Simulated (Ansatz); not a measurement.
**Pressure series in FeS2**

Start from FeS₂ (space group Pnnm, No. 58; a = 4.367 Å, b = 5.333 Å, c = 3.344 Å; non-magnetic).

Cell and atoms are relaxed at each pressure.

The values are results of DFT with PBEsol, PAW potentials and a 420 eV plane-wave cutoff in Ansatz (an electronic-structure program), no spin-orbit coupling, not measurements.

Candidates:
(a) pressure 15 GPa
(b) pressure −1 GPa
(c) pressure 30 GPa

For the base:

Smallest direct gap: 1.23 eV

Question: Order them by smallest direct gap, highest first.

Answer: (c) pressure 30 GPa (1.39 eV), (a) pressure 15 GPa (1.37 eV), (b) pressure −1 GPa (1.22 eV)

Load acts through the strain it causes; cell and atoms are relaxed under it. Whether these cells are dynamically stable was not tested. Competing high-pressure phases were not computed. Starting moments died away, wholly or in part, for the base; another magnetic solution may exist. The final runs are not spin-polarised.
